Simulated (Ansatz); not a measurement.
**Phonon-limited transport in CoSi (P2_13)**

Data:

```
CoSi
1.0
    4.38541     0.00000     0.00000
    0.00000     4.38541     0.00000
    0.00000     0.00000     4.38541
Co Si
4 4
Direct
  0.85427   0.64573   0.35427
  0.64573   0.35427   0.85427
  0.35427   0.85427   0.64573
  0.14573   0.14573   0.14573
  0.15671   0.34329   0.65671
  0.34329   0.65671   0.15671
  0.65671   0.15671   0.34329
  0.84329   0.84329   0.84329
```

These are PBEsol, DFPT electron-phonon coupling, linearised Boltzmann equation (plane waves, PAW, scalar-relativistic; Ansatz, a first-principles code) values and carry that method's errors. How the cell was made: relaxed with this functional, without spin-orbit coupling.

The resistivity at 300 K comes out as 60 μΩ·cm and the Hall coefficient at 300 K comes out as -1290 ×10⁻¹¹ m³/C.

A metal at this level (no band gap). Only scattering by harmonic phonons is included (no impurities, grain boundaries, electron-electron scattering or thermal expansion). Spin-orbit coupling is left out. Few carriers conduct, so the values hang on small band overlaps. Halving the electron mesh (20x20x20) moves the resistivity by up to 8 % at 300 K. Smearing 0.20 eV; phonons on a 3x3x3 q mesh, which this run doesn't test and which matters most at low temperature.

Treated as nonmagnetic (a ferromagnetic start lost its moment, other orders weren't tried): CoSi (P2_13).
